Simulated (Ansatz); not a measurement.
For Hf (P6_3/mmc), PBEsol, DFPT electron-phonon coupling, linearised Boltzmann equation (Ansatz, a first-principles code) gives a transport coupling λ_tr = 0.449 and a Drude plasma energy ħω_p = 4.15 eV along x (a = (3.16, 0.00, 0.00) Å; b = (-1.58, 2.74, 0.00) Å; c = (0.00, 0.00, 5.00) Å).

Problem. Estimate the resistivity at 300 K from the high-temperature formula ρ = 2π λ_tr k_B T / (ħ ε₀ ω_p²), and say how the full Boltzmann solution compares.

Solution. The scattering rate is 1/τ = 2π λ_tr k_B T/ħ = 1.11e14 s⁻¹ and ω_p = 6.30e15 s⁻¹, so ρ ≈ 31.5 μΩ·cm. The Boltzmann solution gives 30.9 μΩ·cm, 0.98 times the estimate.

A metal at this level (no band gap). Only scattering by harmonic phonons is included (no impurities, grain boundaries, electron-electron scattering or thermal expansion). Spin-orbit coupling is left out, which matters with elements this heavy. Halving the electron mesh (32x32x16) moves the resistivity by up to 3 % at 300 K, the coupling by up to 3 %. Smearing 0.20 eV; phonons on a 5x5x3 q mesh, which this run doesn't test.
